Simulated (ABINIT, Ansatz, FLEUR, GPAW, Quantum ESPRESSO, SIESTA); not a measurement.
## One structure in several programs: SiGe (P6_3mc, 4 atoms in the cell)

Self-consistent single point.

```xyz
4
Lattice="3.9045 0.0000 0.0000 -1.9522 3.3814 0.0000 0.0000 0.0000 6.4508" Properties=species:S:1:pos:R:3 pbc="T T T"
Si     1.9522     1.1271     5.6419
Si     0.0000     2.2542     2.4165
Ge     1.9522     1.1271     3.2279
Ge     0.0000     2.2542     0.0025
```

Shared settings, as Ansatz (a first-principles code) writes them: kpoints.mp_grid.grid = 6 6 3; scf.occupations.method = fermi_dirac; scf.occupations.width = 0.0015 Ry. Potentials and cutoffs stand in the table.

```csv
code,model,pressure (GPa),largest force (eV/Å),gap on the mesh (eV),cutoff
Ansatz,"PBEsol, PAW files made with PBE",-0.26,0.009,0.351,30.9 Ry
ABINIT,"PBEsol, norm-conserving pseudopotentials (PseudoDojo nc-sr-04 PBEsol standard)",-0.29,0.010,0.351,39 Ha
FLEUR,"PBEsol, all-electron FLAPW (FLEUR), scalar-relativistic valence",–,–,0.362,Kmax 3.9 1/bohr
SIESTA,"GGA PBEsol, numerical atomic orbitals DZP, PseudoDojo PBEsol standard norm-conserving potentials (rewritten from UPF to PSML)",1.17,0.027,0.472,grid 300 Ry
Quantum ESPRESSO,"PBEsol, PSlibrary PAW (PBE) pseudopotentials",0.40,0.011,0.326,50 Ry
GPAW,"PBEsol, GPAW PAW datasets PBEsol (made by gpaw-setup)",0.41,0.012,0.341,600 eV
```

A dash marks a value that a program does not give, or that is left out as unsure.

Gaps are read on the mesh.

The spread over the programs that give each value: pressure within 1.46 GPa; largest force within 0.018 eV/Å; gap on the mesh within 0.146 eV.

SIESTA uses small atom-centred bases, whose incompleteness enters pressures, forces and empty levels differently from a plane-wave cutoff. FLEUR treats all electrons, but the usual bases taken here (sphere radii, linearisation, local orbitals, empty states) were not tested for convergence, so the values are no reference for the others. Ansatz's pressure is given at a fixed set of plane waves, as the other plane-wave codes print theirs. In the pressure, SIESTA (by 1.10) lies more than 1 GPa from the median of the plane-wave programs. In the gap, SIESTA (by 0.126) lies more than 0.12 eV from the median of the plane-wave programs.

On the base mesh (10 10 5) the same programs gave: Ansatz pressure -0.28 GPa, gap on the mesh 0.355 eV; Quantum ESPRESSO pressure 0.37 GPa, gap on the mesh 0.330 eV; ABINIT pressure -0.30 GPa, gap on the mesh 0.355 eV; GPAW pressure 0.39 GPa, gap on the mesh 0.345 eV; FLEUR gap on the mesh 0.366 eV; SIESTA pressure 1.14 GPa, gap on the mesh 0.475 eV.

The starting cell comes from a database of computed structures (which also holds hypothetical and non-ambient phases and stackings), without a prior relaxation at this level.

Left out of this page: CP2K (on another mesh).

Keys are those of Ansatz 0.2.
